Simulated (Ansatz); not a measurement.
Defect migration in zinc-blende AlN: interstitial Zn, charge state +2. These are PBE, PAW (plane waves to 420 eV; Ansatz, a quantum-chemistry and plane-wave program) values and carry that method's errors.

Settings: 64 host sites, the relaxed PBE lattice, the Γ point alone, smearing 0.01 eV, spin-restricted, no image-charge correction. No zero-point or tunnelling terms. The host's phase is taken as given; its stability against other phases was not computed. The charge state is imposed; whether it is stable for some Fermi level was not computed. Sites that were not tried may lie lower. The start lies 0.037 eV above the lowest site run (PBE).

Barriers: single points on a 2×2×2 k-point mesh shifted by half a step at the bands' geometries.

Relaxed starting cell (atoms counted from 1):

```xyz
65
Lattice="8.8062 0.0000 0.0000 0.0000 8.8062 0.0000 0.0000 0.0000 8.8062" Properties=species:S:1:pos:R:3 pbc="T T T"
Al     0.0037    -0.0007    -2.0666
Al     0.0037    -0.0008     4.2294
Al     0.0037     4.4023     0.0444
Al     0.0035     4.4023     4.3690
Al     4.4069    -0.0008     0.0444
Al     4.4068    -0.0008     4.3689
Al     4.4067     4.4023     0.0147
Al     4.4067     4.4023     4.3950
N      1.1210     1.1166     3.2844
N      1.1464     1.1419     7.5703
N      1.1082     5.5039     3.3274
N      1.1219     5.4641     7.7248
N      5.5086     1.1038     3.3273
N      5.4685     1.1175     7.7246
N      5.5022     5.4978     3.3023
N      5.5089     5.5044     7.7116
Al    -0.0074     2.2349     2.2128
Al     0.0285     2.4386     6.6002
Al     0.0149     6.5696     2.2130
Al    -0.0215     6.3660     6.6003
Al     4.4103     2.2139     2.2057
Al     4.4074     2.2381     6.6091
Al     4.4032     6.5909     2.2058
Al     4.4062     6.5666     6.6091
N      1.1059     3.2958     1.1064
N      1.1353     3.3552     5.4695
N      1.2100     7.5993     1.2074
N      1.0507     7.7585     5.5917
N      5.4960     3.3132     1.1047
N      5.5116     3.2976     5.5092
N      5.5131     7.7031     1.1065
N      5.4539     7.6737     5.4695
Al     2.2396    -0.0118     2.2129
Al     2.4433     0.0242     6.6001
Al     2.2182     4.4058     2.2057
Al     2.2424     4.4029     6.6091
Al     6.5742     0.0103     2.2129
Al     6.3705    -0.0258     6.6001
Al     6.5954     4.3989     2.2057
Al     6.5711     4.4017     6.6090
N      3.3004     1.1014     1.1064
N      3.3598     1.1309     5.4694
N      3.3176     5.4915     1.1047
N      3.3018     5.5073     5.5093
N      7.6037     1.2051     1.2069
N      7.7629     1.0462     5.5917
N      7.7077     5.5089     1.1065
N      7.6781     5.4496     5.4693
Al     2.2169     2.2124     0.0169
Al     2.2225     2.2181     4.3883
Al     2.2258     6.5834     0.0185
Al     2.2221     6.5869     4.3991
Al     6.5878     2.2213     0.0186
Al     6.5914     2.2178     4.3990
Al     6.5966     6.5921     0.0168
Al     6.5910     6.5867     4.3880
N      3.3112     3.3068     3.3023
N      3.3046     3.3002     7.7117
N      3.3051     7.7008     3.3273
N      3.3452     7.6873     7.7247
N      7.7053     3.3005     3.3271
N      7.6916     3.3408     7.7248
N      7.6926     7.6882     3.2843
N      7.6673     7.6627     7.5707
Zn     0.0034    -0.0016     0.3693
```
Cell charge +2.

End state 1 differs by these moves (Å; atoms that move under 0.08 Å are left out):

```tsv
atom	element	Δx	Δy	Δz
1	Al	0.00	0.00	-2.15
2	Al	0.00	0.00	-2.15
3	Al	0.00	0.00	-0.08
5	Al	0.00	0.00	-0.08
9	N	-0.07	-0.07	-0.06
10	N	0.06	0.06	0.04
17	Al	-0.01	0.20	0.00
18	Al	-0.01	-0.20	0.00
19	Al	0.01	-0.20	0.00
20	Al	0.01	0.20	0.00
27	N	-0.06	0.06	0.04
28	N	0.07	-0.07	-0.06
33	Al	0.20	-0.01	0.00
34	Al	-0.20	-0.01	0.00
37	Al	-0.20	0.01	0.00
38	Al	0.20	0.01	0.00
45	N	0.06	-0.06	0.04
46	N	-0.07	0.07	-0.06
63	N	0.07	0.07	-0.06
64	N	-0.06	-0.06	0.04
65	Zn	0.00	0.00	-0.73
```

Task: Estimate the forward and backward barriers to end state 1 that PBE, PAW returns for this input.

Result: forward 2.60 eV, backward 2.60 eV; at the saddle point atom 1 has neighbours 2 N at 1.80, 2 N at 1.96 Å. The saddle point's order was not checked, and it lies on a symmetry element of the cell, where a band can be held.
